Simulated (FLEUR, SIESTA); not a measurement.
A SIESTA input for a self-consistent single point of GaSb₃ (Fm-3m, 4 atoms in the cell) (DFT, GGA PBEsol, numerical atomic orbitals TZP, PseudoDojo PBEsol standard norm-conserving potentials (rewritten from UPF to PSML)):

```
# files in the folder: Ga.psml Sb.psml (PseudoDojo PBEsol standard)
SystemName  GaSb3
SystemLabel siesta

NumberOfAtoms                4
NumberOfSpecies              2
%block ChemicalSpeciesLabel
  1 31 Ga
  2 51 Sb
%endblock ChemicalSpeciesLabel
LatticeConstant              5.275858 Ang
%block LatticeVectors
     0.000000000    0.707106787    0.707106787
     0.707106787    0.000000000    0.707106787
     0.707106787    0.707106787    0.000000000
%endblock LatticeVectors
AtomicCoordinatesFormat      Ang
%block AtomicCoordinatesAndAtomicSpecies
     0.000000000    0.000000000    0.000000000  1
     1.865297500    1.865297500    1.865297500  2
     5.595892500    5.595892500    5.595892500  2
     3.730595000    3.730595000    3.730595000  2
%endblock AtomicCoordinatesAndAtomicSpecies

XC.functional                GGA
XC.authors                   PBEsol
PAO.BasisSize                TZP
PAO.EnergyShift              0.01 Ry
MeshCutoff                   400 Ry
%block kgrid.MonkhorstPack
    9   0   0  0.0
    0   9   0  0.0
    0   0   9  0.0
%endblock kgrid.MonkhorstPack
OccupationFunction           MP
OccupationMPOrder            0
ElectronicTemperature        0.136 eV

MaxSCFIterations             150
SCF.Mixer.Method             Pulay
SCF.Mixer.Weight             0.25
SCF.Mixer.History            8
SCF.DM.Tolerance             1.0E-05
Diag.ParallelOverK           true
WriteForces                  true
```

Translate this input to FLEUR.

One input that does it (others would too):

Input of the input generator:

```
GaSb3 FLAPW
&input film=f /
0.0000000000 7.0498028319 7.0498028319
7.0498028319 -0.0000000000 7.0498028319
7.0498028319 7.0498028319 0.0000000000
1.0
1.0 1.0 1.0

4
31 0.0000000000 0.0000000000 0.0000000000
51 0.2500000000 0.2500000000 0.2500000000
51 0.7500000000 0.7500000000 0.7500000000
51 0.5000000000 0.5000000000 0.5000000000

&comp jspins=1 /
&exco xctyp='PBEs' /
&kpt div1=9 div2=9 div3=9 /
&end /
```

```xml
<?xml version="1.0" encoding="UTF-8" standalone="no"?>
<fleurInput fleurInputVersion="0.39">
   <comment>
      GaSb3 FLAPW                                                                                         
   </comment>
   <calculationSetup>
      <cutoffs Kmax="3.8" Gmax="13.3" GmaxXC="13.3" numbands="0"/>
      <scfLoop itmax="60" minDistance="0.00001" maxIterBroyd="25" imix="Anderson" alpha="0.05" precondParam="0.0" spinf="2.0"/>
      <coreElectrons ctail="T" frcor="F" kcrel="0" coretail_lmax="0"/>
      <xcFunctional name="PBEs" relativisticCorrections="F"/>
      <magnetism jspins="1"/>
      <soc l_soc="F" theta="0.0" phi="0.0" spav="F"/>
      <expertModes spex="0" secvar="F"/>
      <geometryOptimization l_f="T" forcealpha="1.0" forcemix="BFGS" epsdisp="0.00001" epsforce="0.00001"/>
      <ldaU l_linMix="F" mixParam="0.05" spinf="1.0"/>
   </calculationSetup>
   <cell>
      <bzIntegration valenceElectrons="58.0" mode="gauss" fermiSmearingEnergy="0.00499791">
         <kPointListSelection listName="default-1"/>
         <!-- k-points included here -->
         <xi:include xmlns:xi="http://www.w3.org/2001/XInclude" href="kpts.xml"> </xi:include>
      </bzIntegration>
      <!-- symmetry operations included here -->
      <xi:include xmlns:xi="http://www.w3.org/2001/XInclude" href="sym.xml"> </xi:include>
      <bulkLattice scale="1.0">
         <bravaisMatrix>
            <row-1>    0.0000000000000000     7.0498028319000001     7.0498028319000001</row-1>
            <row-2>    7.0498028319000001     0.0000000000000000     7.0498028319000001</row-2>
            <row-3>    7.0498028319000001     7.0498028319000001     0.0000000000000000</row-3>
         </bravaisMatrix>
      </bulkLattice>
   </cell>
   <atomSpecies>
      <species name="Gallium (Ga)" element="Ga" atomicNumber="31">
         <mtSphere radius="2.68" gridPoints="925" logIncrement="0.014"/>
         <atomicCutoffs lmax="10" lnonsphr="8"/>
         <electronConfig flipSpins="F">
            <coreConfig>(1s1/2) (2s1/2) (2p1/2) (2p3/2) (3s1/2) (3p1/2) (3p3/2)</coreConfig>
            <valenceConfig>(4s1/2) (3d3/2) (3d5/2) (4p1/2) (4p3/2)</valenceConfig>
            <stateOccupation state="(4p1/2)" spinUp="0.1666666666667" spinDown="0.1666666666667"/>
            <stateOccupation state="(4p3/2)" spinUp="0.3333333333333" spinDown="0.3333333333333"/>
         </electronConfig>
         <energyParameters s="4" p="4" d="3" f="4"/>
         <lo type="HELO" l="2" n="4" eDeriv="0"/>
      </species>
      <species name="Antimony (Sb)" element="Sb" atomicNumber="51">
         <mtSphere radius="2.68" gridPoints="925" logIncrement="0.014"/>
         <atomicCutoffs lmax="10" lnonsphr="8"/>
         <electronConfig flipSpins="F">
            <coreConfig>(1s1/2) (2s1/2) (2p1/2) (2p3/2) (3s1/2) (3p1/2) (3p3/2) (4s1/2) (3d3/2) (3d5/2) (4p1/2) (4p3/2)</coreConfig>
            <valenceConfig>(5s1/2) (4d3/2) (4d5/2) (5p1/2) (5p3/2)</valenceConfig>
            <stateOccupation state="(5p1/2)" spinUp="0.5" spinDown="0.5"/>
            <stateOccupation state="(5p3/2)" spinUp="1.0" spinDown="1.0"/>
         </electronConfig>
         <energyParameters s="5" p="5" d="5" f="4"/>
         <lo type="SCLO" l="2" n="4" eDeriv="0"/>
      </species>
   </atomSpecies>
   <atomGroups>
      <atomGroup species="Gallium (Ga)">
         <relPos label="                   1">.0000000000 .0000000000 .0000000000</relPos>
         <force calculate="T" relaxXYZ="TTT"/>
      </atomGroup>
      <atomGroup species="Antimony (Sb)">
         <relPos label="                   2">1.000/4.000 1.000/4.000 1.000/4.000</relPos>
         <relPos label="                   3">-1.000/4.000 -1.000/4.000 -1.000/4.000</relPos>
         <force calculate="T" relaxXYZ="TTT"/>
      </atomGroup>
      <atomGroup species="Antimony (Sb)">
         <relPos label="                   4">1.000/2.000 1.000/2.000 1.000/2.000</relPos>
         <force calculate="T" relaxXYZ="TTT"/>
      </atomGroup>
   </atomGroups>
   <output dos="F" band="F" slice="F">
      <checks vchk="F" cdinf="F"/>
      <bandDOS minEnergy="-.5*Htr" maxEnergy="0.5*Htr" sigma="0.015" storeEVData="T"/>
      <vacuumDOS vacdos="F" integ="F" star="F" nstars="0" locx1="0.0" locy1="0.0" locx2="0.0" locy2="0.0" nstm="0" tworkf="0.0"/>
      <unfoldingBand unfoldBand="F" supercellX="1" supercellY="1" supercellZ="1"/>
      <plotting iplot="0" polar="F">
         <plot TwoD="T" vec1="  1.0  0.0  0.0" vec2="  0.0  1.0  0.0" vec3="  0.0  0.0  1.0" zero="  0.0  0.0  0.0" file="plot"/>
      </plotting>
      <chargeDensitySlicing numkpt="0" minEigenval="0.0" maxEigenval="0.0" nnne="0" pallst="F"/>
      <specialOutput eonly="F"/>
      <magneticCircularDichroism mcd="F" energyLo="-10.0" energyUp="0.0"/>
   </output>
  <!-- We include the file relax.xml here to enable relaxations (see documentation) -->
  <xi:include xmlns:xi="http://www.w3.org/2001/XInclude" href="relax.xml"> <xi:fallback/> </xi:include>
</fleurInput>
```

Basis settings and potentials, where a program has them, do not carry over. This input uses DFT, PBEsol, all-electron FLAPW (FLEUR), scalar-relativistic valence.

The starting cell comes from a database of computed structures (which also holds hypothetical and non-ambient phases and stackings), without a prior relaxation at this level.
